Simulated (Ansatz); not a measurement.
**TiO2 under a change: uniaxial strain ε_zz = +0.60 %**

Consider TiO2 in the rutile structure (space group P4_2/mnm, No. 136; a = 4.5481 Å, c = 2.9171 Å). Axes: x, y, z lie along a, b, c of the conventional cell.

Now apply this change: uniaxial strain ε_zz = +0.60 %, all other strain components held at zero; the atoms relax in the strained cell.

All numbers come from LDA (Ansatz, an electronic-structure program, PAW, no SOC). Settings: 7×7×11 k-points, 0.05 eV Fermi–Dirac smearing.

The volume per atom increases by 0.06 Å³ (10.06 Å³ → 10.12 Å³) and the space group is still P4_2/mnm (No. 136). The shortest interatomic distance goes up by 0.006 Å (1.928 Å → 1.934 Å) and the energy increases by 0.6 meV/atom. The pressure (mean of the normal stresses, compression positive) goes from zero to -1.73 GPa and the band gap falls by 0.013 eV to 1.84 eV. The gap character remains direct at Γ and the width of the top valence band hardly moves (1.70 eV against 1.69 eV). The electron mass becomes 0.52 mₑ along z, 1.1 mₑ across (at Γ) (base: 0.52 mₑ along c, 1.1 mₑ across (at Γ)) and the valence-band top at Γ (three highest levels, from the VBM) is still 0.00, -0.47, -0.47 eV. The stress (xx, yy, zz, yz, xz, xy; compression positive) comes out as (-1.04, -1.04, -3.11, 0.00, 0.00, 0.00) GPa.

Effective masses come from finite differences of ±0.01 Å⁻¹. No phonon test of stability was made. The final runs are not spin-polarised.
